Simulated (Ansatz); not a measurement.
Output of an Ansatz run (abridged):

```
WARN ansatz: RAYON_NUM_THREADS=1 ignored (pool sized by the plan → 1); use --threads N
basis.fft_grid_basis auto: the FFT boxes are laid along the combinations [[1, 0, -1], [0, 1, -1], [0, 0, 1]] of the cell's own vectors, 3.976, 3.976 and 8.343 …
Pseudopotentials: kind: paw
Pseudopotential: Cs, paw, valence charge 9
Pseudopotential: Lu, paw, valence charge 25
Pseudopotential: S, paw, valence charge 6
Crystal: 4 atoms, lattice volume = 109.816 Å³
Basis set: ecut = 420 eV, 2169 PW (Γ), FFT grids on a1−a3, a2−a3, a3, exchange–correlation on 54×54×120 points (8 copies of the dense FFT grid, shifted against one another)
Bands: 28, of which v1, the nominal top of the filled ones, is band 23 counted from 1 (22 counted from 0)
Symmetry: 6 space group operations
Space group: R3m (ITA 160), of the structure as read, at distance tolerance 4.8e-5 Å
k-points: 44 of 343 (time reversal used)
PAW frozen core: Cs, regenerated for the run's functional, and the local potential with it
PAW frozen core: Lu, regenerated for the run's functional, and the local potential with it
PAW frozen core: S, regenerated for the run's functional, and the local potential with it
Initial density: superposition of atomic densities (neutral atoms: chi_scale 0, normalization atom), corrected by the library's trained network
Initial wavefunctions: pseudopotential atomic-orbital guess
Eigensolver: davidson
Functional: x = pbesol(κ = 0.804, μ = 0.12345679012345678), c = pbesol(β = 0.046)
SCF iter   1: F=—  HF=-21974.442930 eV  |F-HF|=—  |Δ(HF+E_count)|=         —  Δρ=4.34e-3  dr2=3.73e-2  ethr=1.77e-3  ⟨swp⟩=5.7  Hψ=5253  notcnv=0  defer=107
all-band conjugate gradients solve this SCF's bands
preconditioner: auto → Resta (q_TF=auto, 2.360 Å⁻¹)
SCF iter   2: F=—  HF=-21974.432256 eV  |F-HF|=—  |Δ(HF+E_count)|=   1.07e-2  Δρ=1.76e-3  dr2=5.88e-3  ethr=8.11e-5  ⟨swp⟩=3.1  Hψ=2752  notcnv=0  defer=132
SCF iter   3: F=—  HF=-21974.431376 eV  |F-HF|=—  |Δ(HF+E_count)|=   8.80e-4  Δρ=5.91e-4  dr2=3.61e-4  ethr=1.28e-5  ⟨swp⟩=3.6  Hψ=2189  notcnv=0  defer=132
SCF iter   4: F=—  HF=-21974.431395 eV  |F-HF|=—  |Δ(HF+E_count)|=   1.87e-5  Δρ=3.51e-4  dr2=1.25e-4  ethr=7.86e-7  ⟨swp⟩=3.0  Hψ=2802  notcnv=0  defer=132
SCF iter   5: F=—  HF=-21974.431350 eV  |F-HF|=—  |Δ(HF+E_count)|=   4.48e-5  Δρ=9.66e-5  dr2=1.69e-5  ethr=2.72e-7  ⟨swp⟩=3.0  Hψ=2679  notcnv=0  defer=124
SCF iter   6: F=—  HF=-21974.431344 eV  |F-HF|=—  |Δ(HF+E_count)|=   6.12e-6  Δρ=4.56e-5  dr2=2.41e-6  ethr=3.68e-8  ⟨swp⟩=2.4  Hψ=2217  notcnv=0  defer=82
SCF iter   7: F=—  HF=-21974.431347 eV  |F-HF|=—  |Δ(HF+E_count)|=   2.86e-6  Δρ=8.62e-6  dr2=1.09e-7  ethr=5.24e-9  ⟨swp⟩=2.0  Hψ=2042  notcnv=0  defer=90
SCF iter   8: F=-21974.431347 eV  HF=-21974.431347 eV  |F-HF|=2.46e-9  |Δ(HF+E_count)|=   1.15e-7  Δρ=2.59e-6  dr2=1.19e-8  ethr=2.17e-10  ⟨swp⟩=14.8  Hψ=10222  notcnv=0
SCF 1 converged in 8 iterations: F = -21974.431347 eV  dr2 = 1.19e-8
SCF converged after 8 iterations
Free energy (F): -21974.431347 eV
Harris-Foulkes:  -21974.431347 eV  (|F-HF|=2.46e-9)
Internal energy: -21974.431347 eV  (E = F + TS)
E sigma→0 (E₀):  -21974.431347 eV
Fermi energy:    7.614985 eV
--- Per-component energies (eV) ---
  E_band       = -119.845634
  E_kinetic    = 776.578608
  E_local      = -9924.151727  (includes V_loc(G=0)·N_el)
  E_nonlocal   = 669.747803
  E_hartree    = 4300.393144
  E_xc         = -584.006668
  E_vxc        = -561.823277  (∫ρ·V_xc dr)
  E_paw        = -13406.726037  (= ΣΔE_a)
  E_vpaw       = 319.015429  (= ΣTr[D̂ρ^β])
  E_aug_tail   = 0.000031  (compensation charges beyond the density's cutoff)
  E_ewald      = -3807.726726
  E_core_change = 1.460226  (= ΣΔE_core)
  E_smearing   = -0.000000  (= −TS)
  E_closure    = 0.000000  (closes the sum)
  Σ components = -21974.431347   (vs F -21974.431347, Δ=0.00e0)
--- Forces (eV/Å), atoms counted from 1 ---
  atom   1  Cs     0.00000000     0.00000000    -0.13485235
  atom   2  Lu    -0.00000000    -0.00000000     0.12788111
  atom   3  S     -0.00000000     0.00000000    -0.08778956
  atom   4  S      0.00000000    -0.00000000     0.09475930
  max |Σ_I F_I| component: 1.51e-6 eV/Å
--- Stress (GPa, compression-positive) ---
       -0.834066       0.000000      -0.000000
        0.000000      -0.834066       0.000000
       -0.000000       0.000000      -1.465285
  P = ⅓ Tr σ = -1.0445 GPa (-10.445 kbar)
  The stress holds the Pulay correction. Without it, at fixed plane waves, as pw.x and ABINIT print it: P = -1.0609 GPa
--- Band table (eV; the first three rows and the last of 44) ---
  k-point 0: bands = ["-47.3000", "-18.0505", "-17.9381", "-17.9381", "-13.7495", "-4.1252", "-3.4166", "-0.1688", "0.1515", "0.1515", "3.9083", "3.9083", "3.9387", "3.9497", "3.9676", "3.9676", "4.0012", "4.4162", "5.8357", "5.8357", "7.4684", [...]
  k-point 1: bands = ["-47.2995", "-18.0456", "-17.9621", "-17.9433", "-13.7098", "-3.9912", "-3.3860", "-0.2162", "-0.1703", "0.0763", "3.9033", "3.9149", "3.9407", "3.9515", "3.9526", "3.9668", "3.9904", "4.6736", "5.6680", "5.9142", "6.7471", [...]
  k-point 2: bands = ["-47.2983", "-18.0352", "-18.0150", "-17.9549", "-13.6182", "-3.6787", "-3.3288", "-0.8299", "-0.2293", "-0.0848", "3.9007", "3.9274", "3.9276", "3.9516", "3.9635", "3.9657", "3.9729", "4.8274", "5.3230", "5.9125", "6.0641", [...]
  k-point 43: bands = ["-47.2995", "-18.0457", "-17.9621", "-17.9433", "-13.7095", "-4.1149", "-3.1972", "-0.3258", "-0.1719", "0.0763", "3.9018", "3.9146", "3.9243", "3.9514", "3.9580", "3.9668", "3.9905", "4.9592", "5.4410", "5.9269", "6.9173", [...]
```

The structure:

```xyz
4
Lattice="1.9880 1.1478 8.0210 -1.9880 1.1478 8.0210 0.0000 -2.2956 8.0210" Properties=species:S:1:pos:R:3 pbc="T T T"
Cs     0.0000     0.0000     0.0500
Lu     0.0000     0.0000    12.0315
S      0.0000     0.0000    18.6268
S      0.0000     0.0000     5.4361
```

Reconstruct the input of this run.

Other spellings and defaults could give the same log, and not every line can be read from it. The input that was run (DFT, PBEsol, plane waves, default PAW files made with PBE):

Ansatz 0.2 input:
```yaml
crystal:
  lattice:
    - [1.988033, 1.147791, 8.020995]
    - [-1.988033, 1.147791, 8.020995]
    - [0.000000, -2.295583, 8.020995]
  atoms:
    - { symbol: Cs, position: [0.002078, 0.002078, 0.002078] }
    - { symbol: Lu, position: [0.500000, 0.500000, 0.500000] }
    - { symbol: S, position: [0.774087, 0.774087, 0.774087] }
    - { symbol: S, position: [0.225913, 0.225913, 0.225913] }
basis:
  ecutwfc: 420.0
kpoints:
  mp_grid: { grid: [7, 7, 7] }
hamiltonian:
  xc: pbesol
  pseudopotentials: { kind: paw }
scf:
  occupations: { method: fixed }
output:
  forces: true
  eigenvalues: true
  stress: true
```

The starting cell comes from a database of computed structures (which also holds hypothetical and non-ambient phases and stackings), without a prior relaxation at this level. Its lattice was rescaled by up to half a per cent. One atom was moved a little off its site on purpose. Spin-orbit coupling is off. Ansatz's pressure includes its estimate of the finite-basis (Pulay) stress.

Ansatz is a first-principles code.
